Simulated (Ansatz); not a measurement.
Si vacancy in beta Si3N4 (start: the Si(1,4-fold) site; 84-site cell, 2×2×2 shifted sampling). The numbers are results of PBE, PAW (plane waves to 420 eV; Ansatz, a quantum-chemistry and plane-wave program), not measurements. Total energies of the localised charge states, counted from that of charge 0, and their image corrections (point charge with alignment); the host's valence-band maximum lies at 8.028 eV on the cells' energy zero and its gap is 4.25 eV.

| charge | moment (μB) | E − E(first) (eV) | correction (eV) |
|---|---|---|---|
| 0 | 4.0 | 0.000 | 0.000 |
| −1 | 3.0 | 7.795 | 0.520 |
| −2 | 2.0 | 15.903 | 1.462 |
| −3 | 1.0 | 24.345 | 2.800 |
| −4 | not spin-polarised | 33.081 | 4.543 |

### Question
Derive the transition levels above the valence-band maximum and say which of them are thermodynamic.

### Answer
A level is the Fermi energy at which two charges have equal formation energy: ε(q/q′) = [E(q′) + corr(q′) − E(q) − corr(q)] / (q − q′) − E_VBM.
ε(0/−1) = [(7.795 + 0.520) − (0.000 + 0.000)] / 1 − 8.028 = 0.29 eV
ε(−1/−2) = [(15.903 + 1.462) − (7.795 + 0.520)] / 1 − 8.028 = 1.02 eV
ε(−2/−3) = [(24.345 + 2.800) − (15.903 + 1.462)] / 1 − 8.028 = 1.75 eV
ε(−3/−4) = [(33.081 + 4.543) − (24.345 + 2.800)] / 1 − 8.028 = 2.45 eV
Thermodynamic levels at least 0.1 eV inside the gap: (0/−1) at 0.29 eV; (−1/−2) at 1.02 eV; (−2/−3) at 1.75 eV; (−3/−4) at 2.45 eV. Corrections reach 4.54 eV, so the outer levels may be off by several tenths of an eV. Only the charges listed were compared. Flagged in the runs: a host whose relaxation on this sampling wasn't shown to rest.
